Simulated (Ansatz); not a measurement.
We consider 1T (CdI2-type) PtTe2, described by PBE-D4 (PAW; Ansatz, a first-principles code).

Run with plane-wave cutoff 520 eV, 18×18×10 k mesh (along the axes of the cell as run), Fermi–Dirac smearing 0.05 eV, scalar-relativistic PAW data made under PBE.

Starting structure:

```xyz
3
Lattice="4.0300 0.0000 0.0000 -2.0150 3.4901 0.0000 0.0000 0.0000 5.2200" Properties=species:S:1:pos:R:3 pbc="T T T"
Te     0.0000     2.3267     1.3259
Te     2.0150     1.1634     3.8941
Pt     0.0000     0.0000     0.0000
```

Question: Into what structure does the relaxation of cell and atoms lead at this level, with the symmetry of the start kept?

Answer: The volume decreases by 1.3 %; final space group P-3m1.
```xyz
3
Lattice="4.0539 0.0000 0.0000 -2.0270 3.5108 0.0000 0.0000 0.0000 5.0933" Properties=species:S:1:pos:R:3 pbc="T T T"
Te     0.0000     2.3405     1.3592
Te     2.0270     1.1703     3.7341
Pt     0.0000     0.0000     0.0000
```
